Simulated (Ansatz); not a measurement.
Start from CdSe in the zinc blende structure (space group F-43m, No. 216; a = 6.007 Å). Axes: x, y, z lie along the cube axes.

Method: LDA in Ansatz (plane waves to 420 eV, PAW, spin-orbit coupling left out).

The change: the cell is compressed by 1.50 % along z with no lateral relaxation; the atoms relax in the strained cell.

Predict the stress tensor and what it implies for the stiffness.

Stress of the strained cell less that of the base (GPa, compression positive):
```
   0.81    0.00    0.00
   0.00    0.81    0.00
   0.00    0.00    1.07
```

Then −Δσ_ii/ε with ε = -0.0150 gives secant stiffness values (nonlinear terms included at this strain): C33 ≈ 72 GPa, C13 ≈ 54 GPa and C23 ≈ 54 GPa.

No phonon test of stability was made.

Ansatz is a program for electronic structure.
